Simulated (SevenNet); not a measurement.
# Cubic perovskite SrVO3

Calculation: the machine-learned potential SevenNet-0 (trained on PBE and PBE+U data).

Cell: relaxed at this level.

| Property | Value |
|---|---|
| lattice constant a | 3.907 Å |
| volume per atom | 11.93 Å³/atom |

Measured, for comparison: lattice constant a 3.842 Å, equilibrium volume per atom 11.34 Å³/atom (temperature not stated, not corrected to a static lattice; as tabulated in Marks et al. (2021), arXiv:2103.05797). Computed (rounded) less measured: lattice constant a +1.7 %, equilibrium volume per atom +5.2 %.

A machine-learned potential is trained on density-functional data: it inherits that level's misses and adds fitting errors of its own.

Note: the model gives imaginary modes for this phase (in the spectrum interpolated from a supercell); the model's elastic tensor is not positive definite here; this model's volume lies 5 % above that of the starting cell (a measured, published or database cell).
